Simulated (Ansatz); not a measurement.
The parent structure is CsSnI₃ in the cubic perovskite structure (space group Pm-3m, No. 221; a = 6.271 Å).

The values are results of Kohn–Sham DFT with the PBE functional, run in Ansatz (an electronic-structure program) with PAW and 420 eV plane waves, no SOC, not measurements.

For the base:

- Gap character: direct at R
- Lattice parameter a: 627.1 pm

The change: cell and atoms relaxed at a pressure of 0.7 GPa.

What happens to the gap character and lattice parameter a?

The gap character is still direct at R; the lattice parameter a drops by 7.2 pm to 619.9 pm.

Spin-orbit coupling, missing from the scalar runs, can matter with I. Load acts through the strain it causes; cell and atoms are relaxed under it. No phonon test of stability was made. Many cubic perovskites are stable only at high temperature; tilts and polar distortions were not tested.
